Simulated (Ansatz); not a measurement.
The reference is NaF in the rock salt structure (space group Fm-3m, No. 225; a = 4.7012 Å).

Computed with PBE (Ansatz, a program for electronic structure), no SOC.

For the base:

The electron mass is 0.56 mₑ (at Γ) and the band gap is 6.09 eV. The width of the top valence band is 0.53 eV.

The change: a hydrostatic pressure of 7.5 GPa.

**Question.** Estimate the effect on the electron mass, band gap and width of the top valence band.

**Answer.** The electron mass stays 0.56 mₑ (at Γ); the band gap rises by 0.70 eV (6.09 eV → 6.79 eV); the width of the top valence band goes up by 0.11 eV to 0.64 eV.

Load acts through the strain it causes; cell and atoms are relaxed under it. Masses are band curvatures over ±0.01 Å⁻¹ around the edge. Whether these cells are dynamically stable was not tested. No other phases were tried under pressure.
